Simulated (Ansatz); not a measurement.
Base system: RuSi (space group P2_13, No. 198).

```cif
data_Ru4Si4
_chemical_formula_sum 'Ru4 Si4'
_space_group_name_H-M_alt 'P 1'
_space_group_IT_number 1
_cell_length_a 4.70473
_cell_length_b 4.70473
_cell_length_c 4.70473
_cell_angle_alpha 90.000
_cell_angle_beta 90.000
_cell_angle_gamma 90.000
loop_
_space_group_symop_operation_xyz
  'x, y, z'
loop_
_atom_site_label
_atom_site_type_symbol
_atom_site_fract_x
_atom_site_fract_y
_atom_site_fract_z
_atom_site_occupancy
Ru1 Ru 0.12942 0.12942 0.12942 1
Ru2 Ru 0.62942 0.37058 0.87058 1
Ru3 Ru 0.87058 0.62942 0.37058 1
Ru4 Ru 0.37058 0.87058 0.62942 1
Si1 Si 0.83761 0.83761 0.83761 1
Si2 Si 0.33761 0.66239 0.16239 1
Si3 Si 0.16239 0.33761 0.66239 1
Si4 Si 0.66239 0.16239 0.33761 1
```

Computed with DFT with r2SCAN, PAW potentials and a 500 eV plane-wave cutoff in Ansatz (a first-principles code), spin-orbit coupling left out.

Before the change:

* **Lattice parameter a**: 4.705 Å
* **Width of the top valence band**: 1.18 eV

Now apply this change: cell and atoms relaxed at a pressure of 4.2 GPa.

Question: What does the calculation give for the lattice parameter a after the change?

Answer: The lattice parameter a decreases by 0.028 Å to 4.677 Å.

Question: What happens to the mean gap deformation potential ΔEg/Δln V?

Answer: The mean gap deformation potential ΔEg/Δln V is -0.3 eV.

Question: Estimate the effect on the width of the top valence band.

Answer: The width of the top valence band grows by 0.024 eV, from 1.18 eV to 1.21 eV.

Load acts through the strain it causes; cell and atoms are relaxed under it. Stability against distortions was not tested.
